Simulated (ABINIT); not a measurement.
## A self-consistent single point of InPd (Pm-3m, 2 atoms in the cell) with ABINIT

Level of theory: PBE, PAW (JTH v2.0 PBE PAW) (plane waves; ABINIT 10.0.3).

This input was run:

```
# InPd, JTH v2.0 PBE PAW
pp_dirpath "./"
pseudos "In.GGA_PBE-JTH.xml, Pd.GGA_PBE-JTH.xml"
acell 3*1.0
rprim
         6.2948685835    0.0000000000    0.0000000000
         0.0000000000    6.2948685835    0.0000000000
         0.0000000000    0.0000000000    6.2948685835
natom 2
ntypat 2
znucl 49 46
typat 1 2
xcart
         0.0000000000    0.0000000000    0.0000000000
         3.1474342917    3.1474342917    3.1474342917
ecut 653 eV
pawecutdg 1306 eV
pawxcdev 0
ixc 11
occopt 7
tsmear 0.272 eV
nband 22
kptopt 1
ngkpt 10 10 10
nshiftk 1
shiftk 0 0 0
nstep 80
tolvrs 1.0e-11
prtwf 0
prtden 0
```

Output, abridged:

```
 Symmetries : space group Pm -3 m (#221); Bravais cP (primitive cubic)

 -outvars: echo values of preprocessed input variables --------
            acell      1.0000000000E+00  1.0000000000E+00  1.0000000000E+00 Bohr
             ecut      2.39973095E+01 Hartree
              ixc          11
         kptrlatt       10    0    0      0   10    0      0    0   10
          kptrlen      6.29486858E+01
            natom           2
            nband          22
            ngfft          30      30      30
          ngfftdg          40      40      40
             nkpt          56
            nstep          80
             nsym          48
           ntypat           2
           occopt           7
        pawecutdg      4.79946190E+01 Hartree
         pawxcdev           0
            rprim      6.2948685835E+00  0.0000000000E+00  0.0000000000E+00
                       0.0000000000E+00  6.2948685835E+00  0.0000000000E+00
                       0.0000000000E+00  0.0000000000E+00  6.2948685835E+00
          spgroup         221
           tolvrs      1.00000000E-11
           tsmear      9.99581651E-03 Hartree
            typat      1  2
           useylm           1
             xred      0.0000000000E+00  0.0000000000E+00  0.0000000000E+00
                       5.0000000000E-01  5.0000000000E-01  5.0000000000E-01
            znucl       49.00000   46.00000

== DATASET  1 ==================================================================

 Exchange-correlation functional for the present dataset will be:
  GGA: Perdew-Burke-Ernzerhof functional - ixc=11
 Citation for XC functional:
  J.P.Perdew, K.Burke, M.Ernzerhof, PRL 77, 3865 (1996)

 Real(R)+Recip(G) space primitive vectors, cartesian coordinates (Bohr,Bohr^-1):
 R(1)=  6.2948686  0.0000000  0.0000000  G(1)=  0.1588596  0.0000000  0.0000000
 R(2)=  0.0000000  6.2948686  0.0000000  G(2)=  0.0000000  0.1588596  0.0000000
 R(3)=  0.0000000  0.0000000  6.2948686  G(3)=  0.0000000  0.0000000  0.1588596
 Unit cell volume ucvol=  2.4943650E+02 bohr^3
 Angles (23,13,12)=  9.00000000E+01  9.00000000E+01  9.00000000E+01 degrees

 Coarse grid specifications (used for wave-functions):

 getcut: wavevector=  0.0000  0.0000  0.0000  ngfft=  30  30  30
         ecut(hartree)=     23.997   => boxcut(ratio)=   2.16117

 Fine grid specifications (used for densities):

 getcut: wavevector=  0.0000  0.0000  0.0000  ngfft=  40  40  40
         ecut(hartree)=     47.995   => boxcut(ratio)=   2.03757

   2.20668918E+03                                ecore*ucvol(ha*bohr**3)

_setup2: Arith. and geom. avg. npw (full set) are    1400.571    1400.548

--- !BeginCycle
solver: {iscf: 17, nstep: 80, nline: 4, wfoptalg: 10, }
tolerances: {tolvrs: 1.00E-11, }
...

     iter   Etot(hartree)      deltaE(h)  residm     nres2
 ETOT  1  -178.00646802627    -1.780E+02 8.338E+01 7.732E+01
 ETOT  2  -186.98297830727    -8.977E+00 3.118E-01 4.488E+01
 ETOT  3  -186.90434685064     7.863E-02 5.798E-02 1.011E+01
 ETOT  4  -186.90582709946    -1.480E-03 3.611E-02 5.686E+00
 ETOT  5  -186.89818843634     7.639E-03 2.179E-02 1.913E+00
 ETOT  6  -186.89464128988     3.547E-03 2.670E-02 8.859E-02
   [... 12 lines left out ...]
 ETOT 19  -186.89464506185    -6.511E-11 1.665E-04 1.451E-08
 ETOT 20  -186.89464506185    -4.576E-12 8.712E-05 2.507E-09
 ETOT 21  -186.89464506186    -3.354E-12 1.075E-04 1.439E-09
 ETOT 22  -186.89464506185     1.990E-12 5.003E-05 6.988E-11
 ETOT 23  -186.89464506186    -1.393E-12 6.743E-05 1.663E-12

 At SCF step   23       nres2   =  1.66E-12 < tolvrs=  1.00E-11 =>converged.

 Cartesian components of stress tensor (hartree/bohr^3)
  sigma(1 1)=  7.82332979E-05  sigma(3 2)=  0.00000000E+00
  sigma(2 2)=  7.82332979E-05  sigma(3 1)=  0.00000000E+00
  sigma(3 3)=  7.82332979E-05  sigma(2 1)=  0.00000000E+00

 ----iterations are completed or convergence reached----

 reduced coordinates (array xred) for    2 atoms
       0.000000000000      0.000000000000      0.000000000000
       0.500000000000      0.500000000000      0.500000000000
 cartesian forces (eV/Angstrom) at end:
    1     -0.00000000000000    -0.00000000000000    -0.00000000000000
    2     -0.00000000000000    -0.00000000000000    -0.00000000000000
 frms,max,avg= 0.0000000E+00 0.0000000E+00   0.000E+00  0.000E+00  0.000E+00 e/A
 length scales=  1.000000000000  1.000000000000  1.000000000000 bohr
              =  0.529177208590  0.529177208590  0.529177208590 angstroms
 Fermi (or HOMO) energy (hartree) =   0.34318   Average Vxc (hartree)=  -0.42877
 Eigenvalues (hartree) for nkpt=  56  k points:
 kpt#   1, nband= 22, wtk=  0.00100, kpt=  0.0000  0.0000  0.0000 (reduced coord)
  -2.76046   -1.50163   -1.50163   -1.50163   -0.20292   -0.20292   -0.19010   -0.19010
  -0.19010   -0.01267    0.21032    0.21032    0.26214    0.26214    0.26214    0.49391
   0.49391    0.49391    0.66132    0.71739    0.71739    0.92882
      occupation numbers for kpt#   1
   2.00000    2.00000    2.00000    2.00000    2.00000    2.00000    2.00000    2.00000
   2.00000    2.00000    2.00000    2.00000    2.00000    2.00000    2.00000    0.00000
   0.00000    0.00000    0.00000    0.00000    0.00000    0.00000
 prteigrs : prtvol=0 or 1, do not print more k-points.

--- !EnergyTerms
comment             : Components of total free energy in Hartree
kinetic             :  2.71519746032464E+01
hartree             :  3.54578725052714E+01
xc                  : -1.18017608578871E+01
Ewald energy        : -1.40915864074369E+02
psp_core            :  8.84669716907312E+00
local_psp           : -1.07011085572982E+02
spherical_terms     :  1.37849323442514E+00
internal            : -1.86893672993222E+02
'-kT*entropy'       : -9.71233050125733E-04
total_energy        : -1.86894644226272E+02
total_energy_eV     : -5.08566190541922E+03
...

-Cartesian components of stress tensor (GPa)         [Pressure= -2.3017E+00 GPa]
- sigma(1 1)=  2.30170270E+00  sigma(3 2)=  0.00000000E+00
- sigma(2 2)=  2.30170270E+00  sigma(3 1)=  0.00000000E+00
- sigma(3 3)=  2.30170270E+00  sigma(2 1)=  0.00000000E+00

 Calculation completed.
```

The run converged in 23 iterations.

The starting cell comes from a database of computed structures (which also holds hypothetical and non-ambient phases and stackings), without a prior relaxation at this level. Its lattice was rescaled by a random factor within 2.5 % of one. Spin polarisation is off.

Cost on one core of a shared machine: roughly 2 min.
